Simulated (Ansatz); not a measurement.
Base system: Sr in the fcc (Cu type) structure (space group Fm-3m, No. 225; a = 5.9225 Å). Axes: x, y, z lie along the cube axes.

Structures relaxed with Ansatz (a program for electronic structure), PBEsol, PAW, cutoff 420 eV, no spin-orbit coupling.

Base:

Simulated powder pattern, Mo Kα, λ = 0.71073 Å (kinematic, ideal powder, no thermal factors, no anomalous dispersion; the 10 strongest lines at most, above 2 %, up to 2θ = 40°):

| 2θ (°) | I/Imax (%) | hkl |
|---|---|---|
| 11.93 | 100 | (111) |
| 13.78 | 53 | (200) |
| 19.54 | 42 | (220) |
| 22.96 | 53 | (311) |
| 23.99 | 16 | (222) |
| 27.77 | 7.5 | (400) |
| 30.32 | 23 | (331) |
| 31.13 | 21 | (420) |
| 34.19 | 16 | (422) |
| 36.33 | 17 | (333) |

The change: uniaxial strain ε_zz = +3.00 %, all other strain components held at zero, atoms relaxed at fixed cell.

After the change:

Simulated powder pattern, Mo Kα, λ = 0.71073 Å (kinematic, ideal powder, no thermal factors, no anomalous dispersion; the 10 strongest lines at most, above 2 %, up to 2θ = 40°):

```tsv
2θ (°)	I/Imax (%)	hkl
11.82	100	(111)
13.38	18	(002)
13.78	34	(200)
19.26	29	(202)
19.54	14	(220)
22.40	19	(113)
22.90	35	(311)
23.76	16	(222)
29.90	16	(313)
34.02	10	(422)
```

The indices refer to the base's conventional cell; one index is shown for lines that coincide. The space group is now I4/mmm (No. 139).

Whether these cells are dynamically stable was not tested.
